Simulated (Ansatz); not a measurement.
Consider Cu-vacancy pair (Cu on one host Ru site, one Ru site vacant) in hcp Ru, neutral cell. All values below come from PBE, PAW (plane waves to 420 eV; Ansatz, a quantum-chemistry and plane-wave program).

Settings: 36 host sites, the relaxed PBE lattice, a 3×3×3 k-point mesh shifted by half a step along c, smearing 0.10 eV, spin-restricted, no image-charge correction. Static, classical nuclei. Forms of the defect that were not tried may lie lower.

Barriers: single points on a 4×4×4 k-point mesh shifted by half a step along c at the bands' geometries (they differ from the bands' own by up to 0.10 eV, and are uncertain by about as much).

Relaxed starting cell (atoms counted from 1):

```
CELL_PARAMETERS angstrom
      8.16420     0.00000     0.00000
     -4.08210     7.07041     0.00000
      0.00000     0.00000     8.58609
ATOMIC_POSITIONS crystal
  Cu 0.10839 0.22199 0.13187
  Ru 0.10577 0.22072 0.62634
  Ru 0.10971 0.55743 0.12685
  Ru 0.10964 0.55486 0.62693
  Ru 0.10969 0.88780 0.12689
  Ru 0.10959 0.89020 0.62692
  Ru 0.44652 0.22334 0.12714
  Ru 0.44418 0.22293 0.62774
  Ru 0.44657 0.55890 0.12718
  Ru 0.44424 0.55685 0.62779
  Ru 0.44309 0.88938 0.12678
  Ru 0.44393 0.88973 0.62870
  Ru 0.77529 0.22021 0.12825
  Ru 0.77703 0.21929 0.62659
  Ru 0.77657 0.55612 0.12725
  Ru 0.77731 0.55636 0.62837
  Ru 0.77539 0.89079 0.12830
  Ru 0.77718 0.89340 0.62672
  Ru 0.22315 0.11246 0.37939
  Ru 0.22189 0.11382 0.87485
  Ru 0.22309 0.44620 0.37933
  Ru 0.22182 0.44364 0.87482
  Ru 0.22051 0.77801 0.37762
  Ru 0.22005 0.77782 0.87685
  Ru 0.55161 0.11122 0.37798
  Ru 0.55603 0.11238 0.87755
  Ru 0.55528 0.44547 0.37820
  Ru 0.55484 0.44531 0.87635
  Ru 0.55176 0.77604 0.37801
  Ru 0.55612 0.77930 0.87760
  Ru 0.89042 0.11305 0.87652
  Ru 0.88726 0.44650 0.37842
  Ru 0.88781 0.44349 0.87764
  Ru 0.88725 0.77623 0.37846
  Ru 0.88787 0.77994 0.87766
```

End state 1 differs by these moves (Å; atoms that move under 0.08 Å are left out):

| atom | element | Δx | Δy | Δz |
|---|---|---|---|---|
| 1 | Cu | -1.34 | -0.77 | 2.07 |

Q: What is the computed forward and backward barriers to end state 1 (PBE, PAW)?

A: forward 1.19 eV, backward 1.19 eV; at the saddle point atom 1 has neighbours 4 Ru at 2.46, 4 Ru at 3.02 Å. The saddle point's order was not checked, and it lies on a symmetry element of the cell, where a band can be held.

End state 2 differs by these moves (Å; atoms that move under 0.08 Å are left out):

```json
[
 {"atom": "25", "element": "Ru", "Δx": "2.76", "Δy": "0.01", "Δz": "-0.01"}
]
```

Q: Predict the forward and backward barriers to end state 2 from PBE, PAW.

A: forward 2.10 eV, backward 2.02 eV; at the saddle point atom 25 has neighbours Ru at 2.43, Ru at 2.45, Ru at 2.46, Ru at 2.66, 3 Ru at 2.83, Ru at 2.84 Å. The saddle point's order was not checked.

End state 3 differs by these moves (Å; atoms that move under 0.08 Å are left out):

| atom | element | Δx | Δy | Δz |
|---|---|---|---|---|
| 19 | Ru | -2.74 | 0.00 | 0.00 |

Q: Give the forward and backward barriers to end state 3 at the level PBE, PAW.

A: forward 2.15 eV, backward 2.15 eV; at the saddle point atom 19 has neighbours Cu at 2.45; Ru at 2.43, Ru at 2.48, Ru at 2.59, 2 Ru at 2.84, 2 Ru at 2.86 Å. The saddle point's order was not checked, and it lies on a symmetry element of the cell, where a band can be held.

End state 4 differs by these moves (Å; atoms that move under 0.08 Å are left out):

```csv
atom,element,Δx,Δy,Δz
32,Ru,1.39,-2.38,0.00
```

Q: What is the computed forward and backward barriers to end state 4 (PBE, PAW)?

A: forward 2.25 eV, backward 2.05 eV; at the saddle point atom 32 has neighbours Cu at 2.83; Ru at 2.42, Ru at 2.44, Ru at 2.47, Ru at 2.67, 2 Ru at 2.84, Ru at 2.87 Å. The saddle point's order was not checked.
